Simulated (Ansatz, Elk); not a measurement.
An Elk input for a self-consistent single point of Cu (Fm-3m, 1 atom in the cell) (DFT, PBE, all-electron FP-LAPW, Elk's shipped species files, APW+lo basis with extra local orbitals):

```
tasks
  0

xctype
  20

rgkmax
  7.5

gmaxvr
  14.0

nxlo
  2

lorbcnd
  .true.

rmtscf
  0.93

lmaxi
  2

stype
  3

swidth
  0.00367493

scale
  1.889726125

avec
    0.0000000000    1.7765520000    1.7765520000
    1.7765520000    0.0000000000    1.7765520000
    1.7765520000    1.7765520000    0.0000000000

sppath
  './'

atoms
  1   : nspecies
  'Cu.in'   : spfname
  1   : natoms; atposl, bfcmt below
  0.0000000000  0.0000000000  0.0000000000    0.0 0.0 0.0

ngridk
  21 21 21
```

Task: Translate this input to Ansatz (a program for electronic structure).

Result: This is the input that was run; spellings and numerical settings could be chosen otherwise.

Ansatz 0.2 input:
```yaml
crystal:
  lattice:
    - [0.000000, 1.776552, 1.776552]
    - [1.776552, 0.000000, 1.776552]
    - [1.776552, 1.776552, 0.000000]
  atoms:
    - { symbol: Cu, position: [0.000000, 0.000000, 0.000000] }
kpoints:
  mp_grid:
    grid: [21, 21, 21]
hamiltonian:
  xc: pbe
  pseudopotentials:
    kind: paw
scf:
  occupations:
    method: fermi_dirac
    width: 0.1
output:
  forces: true
  eigenvalues: true
  stress: true
```

Basis, cutoffs, solver keys and any potentials are the target program's own. This input uses DFT, PBE, plane waves, default PAW files.

The starting cell comes from a database of computed structures (which also holds hypothetical and non-ambient phases and stackings), without a prior relaxation at this level. Its lattice was rescaled by a random factor within 2.5 % of one.
